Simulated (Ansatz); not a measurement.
A self-consistent single point of RbAsF6 (R3, 8 atoms in the cell) with Ansatz (a first-principles code).

Computed with PBEsol, default PAW files made with PBE (plane waves; Ansatz).

The change in words: lattice scaled by 0.98; basis.ecutwfc: 420 eV → 190 eV. Reference geometry:
```yaml
crystal:
  lattice:
    - [3.70631, 2.13984, 2.46845]
    - [-3.70631, 2.13984, 2.46845]
    - [0.00000, -4.27968, 2.46845]
  atoms:
    - { symbol: Rb, position: [0.50675, 0.50675, 0.50675] }
    - { symbol: As, position: [0.00000, 0.00000, 0.00000] }
    - { symbol: F, position: [0.07742, 0.71201, 0.79961] }
    - { symbol: F, position: [0.92258, 0.28799, 0.20039] }
    - { symbol: F, position: [0.79961, 0.07742, 0.71201] }
    - { symbol: F, position: [0.20039, 0.92258, 0.28799] }
    - { symbol: F, position: [0.71201, 0.79961, 0.07742] }
    - { symbol: F, position: [0.28799, 0.20039, 0.92258] }
```

Reference input (self-consistent single point, DFT, PBEsol, plane waves, default PAW files made with PBE): basis.ecutwfc = 420 eV; kpoints.mp_grid.grid = 4 4 4; hamiltonian.xc = pbesol; hamiltonian.pseudopotentials = {kind: paw} (the program's default PAW files); scf.occupations.method = fermi_dirac; scf.occupations.width = 0.05 eV. This run's input differs from it in these lines:

Ansatz 0.2 input:
```diff
@@ -2,5 +2,5 @@
   lattice:
-    - [3.706308, 2.139838, 2.468452]
-    - [-3.706308, 2.139838, 2.468452]
-    - [0.000000, -4.279675, 2.468452]
+    - [3.632182, 2.097041, 2.419083]
+    - [-3.632182, 2.097041, 2.419083]
+    - [0.000000, -4.194082, 2.419083]
   atoms:
@@ -15,3 +15,3 @@
 basis:
-  ecutwfc: 420.0
+  ecutwfc: 190.0
 kpoints:
```

Output, abridged:

```
SCF iter   1: F=—  HF=-12759.278131 eV  |F-HF|=—  |Δ(HF+E_count)|=         —  Δρ=2.66e-1  dr2=2.73e1  ethr=1.77e-3  ⟨swp⟩=5.9  Hψ=2258  notcnv=0  defer=3
all-band conjugate gradients solve this SCF's bands
preconditioner: auto → Resta (q_TF=auto, 2.504 Å⁻¹)
SCF iter   2: F=—  HF=-12746.694522 eV  |F-HF|=—  |Δ(HF+E_count)|=    1.26e1  Δρ=7.61e-2  dr2=1.33e0  ethr=1.77e-3  ⟨swp⟩=3.0  Hψ=1485  notcnv=0  defer=32
   [... lines left out ...]
SCF iter   5: F=—  HF=-12745.977681 eV  |F-HF|=—  |Δ(HF+E_count)|=   1.86e-3  Δρ=3.23e-4  dr2=8.84e-5  ethr=1.14e-5  ⟨swp⟩=2.0  Hψ=811  notcnv=0  defer=31
SCF iter   6: F=—  HF=-12745.976892 eV  |F-HF|=—  |Δ(HF+E_count)|=   7.90e-4  Δρ=5.04e-5  dr2=1.83e-6  ethr=1.34e-7  ⟨swp⟩=2.0  Hψ=820  notcnv=0  defer=31
SCF iter   7: F=—  HF=-12745.976894 eV  |F-HF|=—  |Δ(HF+E_count)|=   1.98e-6  Δρ=2.49e-5  dr2=4.80e-7  ethr=1.52e-10  ⟨swp⟩=11.9  Hψ=2785  notcnv=0
SCF iter   8: F=-12745.976894 eV  HF=-12745.976894 eV  |F-HF|=1.04e-9  |Δ(HF+E_count)|=   8.52e-8  Δρ=5.51e-6  dr2=3.22e-8  ethr=1.52e-10  ⟨swp⟩=2.0  Hψ=1959  notcnv=0
SCF 1 converged in 8 iterations: F = -12745.976894 eV  dr2 = 3.22e-8
Free energy (F): -12745.976894 eV
Internal energy: -12745.976894 eV  (E = F + TS)
E sigma→0 (E₀):  -12745.976894 eV
Fermi energy:    4.171365 eV
--- Forces (eV/Å), atoms counted from 1 ---
  atom   1  Rb     0.00000000    -0.00000000    -0.20283389
  atom   2  As    -0.00000000     0.00000000     0.15041883
  atom   3  F     -2.02654163    -0.79852482     1.56043305
  atom   4  F      2.05174780     0.80553918    -1.54294964
  atom   5  F      1.70481359    -1.35577412     1.56043305
  atom   6  F     -1.72349129     1.37409613    -1.54294964
  atom   7  F      0.32172804     2.15429894     1.56043305
  atom   8  F     -0.32825651    -2.17963530    -1.54294964
--- Stress (GPa, compression-positive) ---
      -12.089139      -0.000000       0.000000
        0.000000     -12.089139       0.000000
        0.000000       0.000000     -13.491402
  P = ⅓ Tr σ = -12.5566 GPa (-125.566 kbar)
  The stress holds the Pulay correction. Without it, at fixed plane waves, as pw.x and ABINIT print it: P = -399.2998 GPa
```

The run converged in 8 iterations. Against the reference run the free energy goes up by 11.2 eV/atom, the pressure goes from 2.46 to -12.56 GPa, the largest force goes from 0.312 to 2.691 eV/Å and the gap on the mesh goes from 5.722 to 5.511 eV.

The starting cell comes from a database of computed structures (which also holds hypothetical and non-ambient phases and stackings), without a prior relaxation at this level. Its lattice was rescaled by up to half a per cent. One atom was moved a little off its site on purpose. For this run, on top of that: lattice scaled by 0.98. Forces in this geometry exceed 1 eV/Å. Ansatz's pressure includes its estimate of the finite-basis (Pulay) stress. Without the estimate this run gives -399.30 GPa. The cutoff lies below the one recommended for these files.
